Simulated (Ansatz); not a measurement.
How far PBE and r2SCAN part for ZrO2, biaxial strain −0.32 %, plane normal [001], relaxed out of plane

Start from ZrO2 (space group P2_1/c, No. 14).

```yaml
crystal:
  lattice:
    - [5.18987, 0.00000, 0.00000]
    - [0.00000, 5.24188, 0.00000]
    - [-0.90466, 0.00000, 5.30184]
  atoms:
    - { symbol: Zr, position: [0.27576, 0.04379, 0.21002] }
    - { symbol: Zr, position: [0.72424, 0.54379, 0.28998] }
    - { symbol: Zr, position: [0.72424, 0.95621, 0.78998] }
    - { symbol: Zr, position: [0.27576, 0.45621, 0.71002] }
    - { symbol: O, position: [0.06497, 0.32630, 0.35005] }
    - { symbol: O, position: [0.93503, 0.82630, 0.14995] }
    - { symbol: O, position: [0.93503, 0.67370, 0.64995] }
    - { symbol: O, position: [0.06497, 0.17370, 0.85005] }
    - { symbol: O, position: [0.45100, 0.75674, 0.47552] }
    - { symbol: O, position: [0.54900, 0.25674, 0.02448] }
    - { symbol: O, position: [0.54900, 0.24326, 0.52448] }
    - { symbol: O, position: [0.45100, 0.74326, 0.97552] }
```

Cartesian axes are those of the cell as printed.

(Cell as relaxed with PBE.)

Levels (all Ansatz, an electronic-structure program, PAW): PBE (420 eV, no SOC); r2SCAN (500 eV, no spin-orbit coupling).

Each level relaxes its own structure.

```tsv
base	PBE	r2SCAN
volume per atom	12.02 Å³	11.81 Å³
band gap	3.65 eV	4.16 eV
```

The change: biaxial strain −0.32 %, plane normal [001], relaxed out of plane (Cartesian); in-plane vectors clamped, the third vector and the atoms free.

| quantity | PBE | r2SCAN |
|---|---|---|
| gap character | indirect, Γ → Y₂ | indirect, Γ → Y₂ |
| mean in-plane stress (compression positive) | +1.2 GPa | +1.3 GPa |
| valence-band top at Γ (three highest levels, from the VBM) | 0.00, -0.17, -0.54 eV | 0.00, -0.18, -0.51 eV |

PBE's in-plane stress lies 0.1 GPa below r2SCAN's; the two agree on the gap character. Neither level is exact; r2SCAN is the comparison here, not a measurement.

Whether these cells are dynamically stable was not tested.
